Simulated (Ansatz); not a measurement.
Electronic density of states of amorphous Si18B8C12N26, density 2.20 g/cm³, on a 2×2×2 Γ-centred mesh with a Gaussian width of 0.1 eV; energies count from the Fermi level, whose place inside the gap is arbitrary. Cell and mesh are small, so fine structure isn't converged. The numbers are results of PBE, scalar-relativistic without spin-orbit coupling (plane waves to 420 eV, PAW; Ansatz, a first-principles code), not measurements. Sampling: a 2×2×2 Γ-centred mesh; Fermi-Dirac width 0.02 eV; no spin polarisation.

A CHGNet melt-quench gave the starting glass, which DFT then relaxed. N atoms were pushed apart under 1.9 Å during the dynamics, to hinder bonds among them. The hot cell started wider than the set density and was brought back towards it in steps. It is the lowest in DFT energy of 2 quenches. It is a model cell: composition and starting density were chosen by hand, and all elements were melted together. No dispersion term was used. Its density started from a set value of 2.20 and ended at 2.20 g/cm³. Cooling (nominally 630 K/ps over its main leg) ran many orders faster than in experiment, which tends to leave more defects and strain. A cell of this size samples the disorder only roughly. The volume was held where the preparation left it and the shape relaxed, at a PBE pressure of -1.5 GPa (tension). Stress components on the final sampling reach 1.6 GPa. On a 2×2×2 Γ-centred mesh force components of up to 0.27 eV/Å stay, since the relaxation ran on the zone centre alone.

```
E - EF (eV)  states/(eV atom)
-----------  ----------------
-12.00                   0.00
-11.90                   0.00
-11.80                   0.03
-11.70                   0.14
-11.60                   0.13
-11.50                   0.07
-11.40                   0.15
-11.30                   0.11
-11.20                   0.12
-11.10                   0.15
-11.00                   0.08
-10.90                   0.17
-10.80                   0.24
-10.70                   0.12
-10.60                   0.07
-10.50                   0.13
-10.40                   0.19
-10.30                   0.19
-10.20                   0.19
-10.10                   0.27
-10.00                   0.26
-9.90                    0.25
-9.80                    0.28
-9.70                    0.27
-9.60                    0.23
-9.50                    0.22
-9.40                    0.24
-9.30                    0.26
-9.20                    0.29
-9.10                    0.27
-9.00                    0.24
-8.90                    0.25
-8.80                    0.30
-8.70                    0.27
-8.60                    0.26
-8.50                    0.25
-8.40                    0.28
-8.30                    0.36
-8.20                    0.36
-8.10                    0.28
-8.00                    0.22
-7.90                    0.22
-7.80                    0.23
-7.70                    0.28
-7.60                    0.29
-7.50                    0.27
-7.40                    0.30
-7.30                    0.29
-7.20                    0.27
-7.10                    0.33
-7.00                    0.39
-6.90                    0.38
-6.80                    0.39
-6.70                    0.40
-6.60                    0.37
-6.50                    0.34
-6.40                    0.40
-6.30                    0.44
-6.20                    0.38
-6.10                    0.38
-6.00                    0.40
-5.90                    0.45
-5.80                    0.45
-5.70                    0.45
-5.60                    0.48
-5.50                    0.47
-5.40                    0.47
-5.30                    0.48
-5.20                    0.50
-5.10                    0.43
-5.00                    0.37
-4.90                    0.35
-4.80                    0.35
-4.70                    0.34
-4.60                    0.32
-4.50                    0.29
-4.40                    0.23
-4.30                    0.26
-4.20                    0.34
-4.10                    0.38
-4.00                    0.34
-3.90                    0.32
-3.80                    0.37
-3.70                    0.35
-3.60                    0.36
-3.50                    0.34
-3.40                    0.34
-3.30                    0.38
-3.20                    0.34
-3.10                    0.28
-3.00                    0.28
-2.90                    0.31
-2.80                    0.36
-2.70                    0.35
-2.60                    0.36
-2.50                    0.31
-2.40                    0.30
-2.30                    0.36
-2.20                    0.40
-2.10                    0.41
-2.00                    0.33
-1.90                    0.23
-1.80                    0.24
-1.70                    0.23
-1.60                    0.19
-1.50                    0.23
-1.40                    0.24
-1.30                    0.20
-1.20                    0.14
-1.10                    0.14
-1.00                    0.21
-0.90                    0.24
-0.80                    0.22
-0.70                    0.11
-0.60                    0.02
-0.50                    0.02
-0.40                    0.10
-0.30                    0.13
-0.20                    0.06
-0.10                    0.01
0.00                     0.00
0.10                     0.01
0.20                     0.07
0.30                     0.15
0.40                     0.08
0.50                     0.06
0.60                     0.14
0.70                     0.10
0.80                     0.02
0.90                     0.01
1.00                     0.06
1.10                     0.14
1.20                     0.18
1.30                     0.20
1.40                     0.25
1.50                     0.26
1.60                     0.30
1.70                     0.35
1.80                     0.32
1.90                     0.26
2.00                     0.25
2.10                     0.24
2.20                     0.28
2.30                     0.30
2.40                     0.30
2.50                     0.28
2.60                     0.22
2.70                     0.21
2.80                     0.25
2.90                     0.29
3.00                     0.25
3.10                     0.22
3.20                     0.25
3.30                     0.27
3.40                     0.26
3.50                     0.29
3.60                     0.28
```

The gap on this mesh is 0.49 eV; the broadening fills part of it in the curve.
